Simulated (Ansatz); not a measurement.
```
AlP
1.0
    3.83528     0.00000     0.00000
   -1.91764     3.32145     0.00000
    0.00000     0.00000     6.29755
Al P
2 2
Direct
  0.66667   0.33333   0.99999
  0.33333   0.66667   0.49999
  0.66667   0.33333   0.62521
  0.33333   0.66667   0.12521
```

Relaxed-ion tensors in this frame from LDA density-functional theory in Ansatz (plane waves, PAW). Proper piezoelectric stress tensor e (C/m²):

```
 0.00   0.00   0.00   0.00   0.08   0.00
 0.00   0.00   0.00   0.08   0.00   0.00
 0.10   0.10  -0.16   0.00   0.00   0.00
```

Stiffness C (GPa):

```
 158  63.5  47.6   0.0   0.0   0.0
63.5   158  47.6   0.0   0.0   0.0
47.6  47.6   178   0.0   0.0   0.0
 0.0   0.0   0.0  36.8   0.0   0.0
 0.0   0.0   0.0   0.0  36.8   0.0
 0.0   0.0   0.0   0.0   0.0  47.0
```

The cell was generated from a structure type, relaxed within its symmetry, and need not be the phase found at ambient conditions.

**Question.** Obtain the piezoelectric strain tensor d.

**Answer.** d = e S with S = C⁻¹, in pC/N:

```
 0.0   0.0   0.0   0.0   2.2   0.0
 0.0   0.0   0.0   2.2   0.0   0.0
 0.7   0.7  -1.3   0.0   0.0   0.0
```

Ansatz is a quantum-chemistry and plane-wave program.
